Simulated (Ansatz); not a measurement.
We consider CaC2 (within 0.1 Å of C2/m, No. 12, 6 atoms in the cell; start mp-642822), described by r²SCAN-D4 in Ansatz (PAW).

Settings: plane-wave cutoff 500 eV, 12×12×6 k mesh (along the axes of the cell as run), gaussian smearing 0.02 eV, scalar-relativistic PAW data made under PBE.

Cell (relaxed at this level):

CaC$_{2}$ is taken in the triclinic space group P-1 (No. 2), Pearson symbol aP3. Cell: a = 3.8548 Å, b = 3.8568 Å, c = 4.0710 Å, α = 64.12°, β = 63.53°, γ = 89.79°. Ca on 1c is surrounded by 2 C at 2.567 Å and 8 C at 2.727–2.876 Å. C on 2i is coordinated by 1 C at 1.251 Å and 1 Ca at 2.567 Å and 4 Ca at 2.727–2.876 Å. (Neighbours: up to the widest gap in distance over summed covalent radii, below 1.35, at either atom; cation-cation and far metal-metal contacts left out.)
(The calculation used a cell of 6 atoms; values per cell refer to that cell.)

Task: What does this level give for the band gap?

Result: 
* **band gap**: 1.68 eV (on the SCF k mesh)

A start named mp-… is a Materials Project structure, which need not be a measured phase.

Ansatz is a first-principles code.
